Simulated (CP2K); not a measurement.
## A self-consistent single point of NiO2 (P-3m1, 3 atoms in the cell) with CP2K

Method of the run: LDA (Pade form), GPW, DZVP-MOLOPT-SR-GTH basis, GTH-PADE potentials (GTH_POTENTIALS) (CP2K).

Input:

```
&GLOBAL
  PROJECT calc
  RUN_TYPE ENERGY_FORCE
  PRINT_LEVEL LOW
&END GLOBAL
&FORCE_EVAL
  METHOD Quickstep
  STRESS_TENSOR ANALYTICAL
  &DFT
    BASIS_SET_FILE_NAME BASIS_MOLOPT
    POTENTIAL_FILE_NAME GTH_POTENTIALS
    &QS
      METHOD GPW
      EPS_DEFAULT 1E-10
    &END QS
    &MGRID
      CUTOFF 600
      REL_CUTOFF 40
      NGRIDS 5
    &END MGRID
    &SCF
      SCF_GUESS ATOMIC
      EPS_SCF 1E-7
      MAX_SCF 100
      ADDED_MOS 6
      &DIAGONALIZATION
        ALGORITHM STANDARD
      &END DIAGONALIZATION
      &MIXING
        METHOD BROYDEN_MIXING
        ALPHA 0.4
        NBUFFER 10
        BETA 1.5
      &END MIXING
    &END SCF
    &KPOINTS
      SCHEME MONKHORST-PACK 11 11 6
      GAMMA_CENTERED T
    &END KPOINTS
    &XC
      &XC_FUNCTIONAL PADE
      &END XC_FUNCTIONAL
    &END XC
    &PRINT
      &MO
        EIGENVALUES T
        OCCUPATION_NUMBERS T
        NDIGITS 8
        FILENAME mo
        &EACH
          QS_SCF 0
        &END EACH
        ADD_LAST NUMERIC
      &END MO
      &MULLIKEN OFF
      &END MULLIKEN
    &END PRINT
  &END DFT
  &SUBSYS
    &CELL
      A 2.72993000 0.00000000 0.00000000
      B -1.36496500 2.36418900 0.00000000
      C 0.00000000 0.00000000 4.50466100
      PERIODIC XYZ
    &END CELL
    &COORD
      SCALED
      Ni       0.00000000     0.00000000     0.50000000
      O        0.66666700     0.33333300     0.70604000
      O        0.33333300     0.66666700     0.29396000
    &END COORD
    &KIND Ni
      BASIS_SET DZVP-MOLOPT-SR-GTH-q18
      POTENTIAL GTH-PADE-q18
    &END KIND
    &KIND O
      BASIS_SET DZVP-MOLOPT-SR-GTH-q6
      POTENTIAL GTH-PADE-q6
    &END KIND
  &END SUBSYS
  &PRINT
    &FORCES ON
    &END FORCES
    &STRESS_TENSOR ON
    &END STRESS_TENSOR
  &END PRINT
&END FORCE_EVAL
```

The program printed (abridged):

```
 GLOBAL| Method name                                                        CP2K
 GLOBAL| Project name                                                       calc
 GLOBAL| Run type                                                   ENERGY_FORCE

 TOTAL NUMBERS AND MAXIMUM NUMBERS

  Total number of            - Atomic kinds:                                   2
                             - Atoms:                                          3
                             - Shell sets:                                     3
                             - Shells:                                        18
                             - Primitive Cartesian functions:                 16
                             - Cartesian basis functions:                     59
                             - Spherical basis functions:                     52

  Maximum angular momentum of- Orbital basis functions:                        3
                             - Local part of the GTH pseudopotential:          2
                             - Non-local part of the GTH pseudopotential:      3

 SCF PARAMETERS         Density guess:                                    ATOMIC
                        max_scf:                                             100
                        max_diis:                                              4
                        eps_scf:                                        1.00E-07
                        eps_diis:                                       1.00E-01
                        eps_eigval:                                     1.00E-05
                        level_shift [a.u.]:                             0.000000
                        added MOs                                         6    0
                        Mixing method:                            BROYDEN_MIXING
                                                charge density mixing in g-space
                        No outer SCF

 Extrapolation method: initial_guess

 Number of electrons:                                                         30
 Number of occupied orbitals:                                                 15
 Number of molecular orbitals:                                                21

 Number of orbital functions:                                                 52
 Number of independent orbital functions:                                     52

 SCF WAVEFUNCTION OPTIMIZATION

  Step     Update method      Time    Convergence         Total energy    Change
     1 NoMix/Diag. 0.40E+00      -     1.79858513      -201.7162282824 -2.02E+02
     2 Broy./Diag. 0.40E+00      -     0.24150253      -201.3644454803  3.52E-01
     3 Broy./Diag. 0.40E+00      -     0.10427314      -199.3297669947  2.03E+00
     4 Broy./Diag. 0.40E+00      -     0.04830901      -201.4082090779 -2.08E+00
     5 Broy./Diag. 0.40E+00      -     0.00311746      -201.3058913487  1.02E-01
     6 Broy./Diag. 0.40E+00      -     0.00204482      -201.2394578996  6.64E-02
     7 Broy./Diag. 0.40E+00      -     0.00157988      -201.2013831152  3.81E-02
   [... 6 lines left out ...]
    14 Broy./Diag. 0.40E+00      -     0.00000337      -201.2131299077  1.90E-05
    15 Broy./Diag. 0.40E+00      -     0.00000074      -201.2131254204  4.49E-06
    16 Broy./Diag. 0.40E+00      -     0.00000030      -201.2131264222 -1.00E-06
    17 Broy./Diag. 0.40E+00      -     0.00000018      -201.2131264768 -5.46E-08
    18 Broy./Diag. 0.40E+00      -     0.00000003      -201.2131262306  2.46E-07

  *** SCF run converged in    18 steps ***

  Electronic density on regular grids:        -29.9999999708        0.0000000292
  Core density on regular grids:               29.9999999994       -0.0000000006
  Total charge density on r-space grids:        0.0000000286
  Total charge density g-space grids:           0.0000000286

  Overlap energy of the core charge distribution:               0.00000000000014
  Self energy of the core charge distribution:               -343.16306392702791
  Core Hamiltonian energy:                                     96.31794968446418
  Hartree energy:                                              69.10685051392346
  Exchange-correlation energy:                                -23.47486250197349

  Total energy:                                              -201.21312623061365

 ENERGY| Total FORCE_EVAL ( QS ) energy [hartree]           -201.213126473419322

 FORCES| Atomic forces [hartree/bohr]
 FORCES|   Atom     x               y               z               |f|
 FORCES|      1  1.36590330E-14  1.25537046E-10  6.57809476E-11   1.41727496E-10
 FORCES|      2 -3.46616226E-07  2.18818560E-07  7.43987061E-03   7.43987062E-03
 FORCES|      3  3.46616274E-07 -2.18947036E-07 -7.43987067E-03   7.43987069E-03
 FORCES| Sum     6.21239382E-14 -2.93961865E-12 -9.32131976E-13
 FORCES| Total atomic force                                       3.08449140E-12

 STRESS| Analytical stress tensor [bar]
 STRESS|                        x                   y                   z
 STRESS|      x        6.83592403030E+04   7.25648372218E-01  -1.83230633007E+00
 STRESS|      y        7.25648372218E-01   6.83594049539E+04   1.13071914339E+00
 STRESS|      z       -1.83230633007E+00   1.13071914339E+00   1.30705495963E+04
 STRESS| 1/3 Trace                                             4.99297316177E+04
```

The run converged in 18 iterations.

The starting cell comes from a database of computed structures (which also holds hypothetical and non-ambient phases and stackings), without a prior relaxation at this level. Its lattice was rescaled by a random factor within 2.5 % of one. Values carry the incompleteness of an atom-centred basis. With a pressure of about 5 GPa the cell is away from its equilibrium volume at this level.

Cost on one core of a shared machine: roughly 2 min.
